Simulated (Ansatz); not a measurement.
Consider TiTe₂ in the CdI2 type structure (space group P-3m1, No. 164; a = 3.784 Å, c = 6.602 Å; layered, stacked along the Cartesian z axis).

All numbers come from Kohn–Sham DFT with the r2SCAN+rVV10 functional, run in Ansatz (a quantum-chemistry and plane-wave program) with PAW and 500 eV plane waves, spin-orbit coupling left out.

One change was made to it. Results:

The c/a ratio decreases by 0.026, from 1.745 to 1.719; the shortest interatomic distance decreases by 0.0146 Å to 2.751 Å.

Problem. Which change produced these results?
A. pressure 3 GPa
B. pressure 1.5 GPa
C. pressure 0.3 GPa
D. pressure 10 GPa

Solution. B, pressure 1.5 GPa. For comparison, the c/a ratio in the other runs: pressure 3 GPa gives 1.706; pressure 0.3 GPa gives 1.738; pressure 10 GPa gives 1.695.

Load acts through the strain it causes; cell and atoms are relaxed under it. Whether these cells are dynamically stable was not tested. Competing high-pressure phases were not computed. The final runs are not spin-polarised.
